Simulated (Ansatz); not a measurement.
# Hypothetical rock salt BeTe: pressure series

The parent structure is BeTe in the rock salt structure (space group Fm-3m, No. 225; a hypothetical phase, not in the database extracts checked).

```xyz
2
Lattice="0.0000 2.6510 2.6510 2.6510 0.0000 2.6510 2.6510 2.6510 0.0000" Properties=species:S:1:pos:R:3 pbc="T T T"
Te     0.0000     0.0000     0.0000
Be     2.6510     2.6510     2.6510
```

Cell and atoms are relaxed at each pressure.

Level of theory: PBEsol/PAW in Ansatz (a first-principles code), without spin-orbit coupling, earlier PAW set.

Notes on the quantities. enthalpy: H = E + PV relative to the base's energy.

| variant | lattice parameter a | enthalpy |
|---|---|---|
| base | 10.020 bohr | – |
| pressure −2 GPa | 10.117 bohr | -0.24 eV/atom |
| pressure −1 GPa | 10.067 bohr | -0.12 eV/atom |
| pressure 3 GPa | 9.892 bohr | +0.34 eV/atom |
| pressure 7 GPa | 9.751 bohr | +0.78 eV/atom |
| pressure 15 GPa | 9.526 bohr | +1.61 eV/atom |
| pressure 30 GPa | 9.222 bohr | +3.03 eV/atom |
| pressure 50 GPa | 8.936 bohr | +4.76 eV/atom |
| pressure 75 GPa | 8.676 bohr | +6.73 eV/atom |
| pressure 100 GPa | 8.477 bohr | +8.55 eV/atom |

Load acts through the strain it causes; cell and atoms are relaxed under it. Stability against distortions was not tested. No other phases were tried under pressure. The final runs are not spin-polarised.
